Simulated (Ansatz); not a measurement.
BeS (model structure, started from the BeO type, P4₂/mnm, No. 136, 8 atoms in the cell) was calculated with r²SCAN (Ansatz, an electronic-structure program, PAW).

Settings: plane-wave cutoff 560 eV, 6×6×10 k mesh (along the axes of the cell as run), Fermi–Dirac smearing 0.01 eV, scalar-relativistic PAW data made under PBE.

Cell (relaxed at this level):

```
CELL_PARAMETERS angstrom
      5.90755     0.00000     0.00000
      0.00000     5.90755     0.00000
      0.00000     0.00000     3.45997
ATOMIC_POSITIONS crystal
  Be 0.33107 0.66893 0.00000
  Be 0.66893 0.33107 0.00000
  Be 0.83107 0.83107 0.50000
  Be 0.16893 0.16893 0.50000
  S  0.30868 0.30868 0.00000
  S  0.69132 0.69132 0.00000
  S  0.19132 0.80868 0.50000
  S  0.80868 0.19132 0.50000
```

Question: Give the computed band gap, direct gap at Γ and bulk modulus.

Answer: 
- band gap: 3.77 eV (on the SCF k mesh)
- direct gap at Γ: 4.58 eV
- bulk modulus: 89.4 GPa

Note: the bulk modulus is −V dP/dV from two relaxed cells at ±2 % in volume; the relaxation could raise the start's symmetry but not lower it, so the cell can be a saddle point.

The computed numbers hold no vibrational or temperature effects.

A model structure was made by putting elements into a prototype or built by hand; it is no filed structure, need not be a known phase, and can be a saddle point held by its symmetry.
